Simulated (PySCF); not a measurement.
PySCF 2.14.0, unrestricted WB97X/def2-svpd, df: W(O)2(OH)2 anion ([O]=[W](=[O])([OH])[OH]), charge -1, multiplicity 2, 7 atoms. The geometry is a generated start, not checked to be a minimum at this level.

- task: energy
- method: wb97x
- basis: def2-svpd
- two-electron scheme: density fitting
- mol.max_memory: 3000 MB
- mf.max_cycle: 100
- mf.init_guess: minao (default)
- mf.DIIS: CDIIS (default)
- mf.conv_tol: 1e-09 (default)
- mf.grids.level: 3 (default)
- effective core potentials: those of the basis set, past Kr
- basis functions: 143
- grid points: 100256

```xyz
7

W      0.4456     0.0031     0.0580
O      1.5691     0.7887    -0.9389
O      1.2294    -0.7955     1.3313
O     -0.5182    -1.2320    -0.9527
H     -0.7949    -1.9634    -1.5209
O     -0.7563     1.2420     0.7598
H     -1.1749     1.9571     1.2635
```

Charge -1 and multiplicity 2 are set for this test and not shown to be the ground state.

One run each on 2 threads, 1 BLAS thread. Values of diis_space tried: 3, 5, 8 (default), 12, 20.

**Question.** Which value of diis_space needs the fewest Fock builds, and what happens away from it?

**Answer.** Fewest Fock builds, within one of each other: 8 (default) with 21, 12 with 20, 20 with 20. The count rises to 51 at 3. All converge to one solution.

| diis_space | Fock builds | end |
|---|---|---|
| 3 | 51 | same solution |
| 5 | 30 | same solution |
| 8 (default) | 21 | same solution |
| 12 | 20 | same solution |
| 20 | 20 | same solution |
